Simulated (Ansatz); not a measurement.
Seebeck coefficient (μV/K, mean over directions) of n-type CaF2 (Pmc2_1) against carrier density, PBEsol, rigid bands (Ansatz, a quantum-chemistry and plane-wave program). Computed gap 6.32 eV; densities at which minority carriers matter at this gap, or further valleys turn the trend, are left out. Conductivity mass 0.78 mₑ (harmonic mean over directions), N_c = 1.7e19 cm⁻³ at 300 K.

| electron density | 300 K | 500 K |
|---|---|---|
| 1e16 cm⁻³ | ? | -926 |
| 1e17 cm⁻³ | -660 | -728 |
| 1e18 cm⁻³ | -462 | -530 |
| 3e18 cm⁻³ | -368 | -435 |
| 1e19 cm⁻³ | ? | -333 |
| 3e19 cm⁻³ | -182 | -243 |
| 1e20 cm⁻³ | -102 | -152 |
| 3e20 cm⁻³ | -54 | ? |
| 1e21 cm⁻³ | -26 | -43 |

Some entries are withheld; supply them.


- 1e16 cm⁻³, 300 K: -859
- 1e19 cm⁻³, 300 K: -268
- 3e20 cm⁻³, 500 K: -87

Rigid bands with a gap fixed in temperature, one relaxation time for all states, no polarons or phonon drag, and whether or not such doping can be reached. Spin-orbit coupling is left out.

Computed structure with no diffraction record at hand here (it may be known, metastable or hypothetical): CaF2 (Pmc2_1).
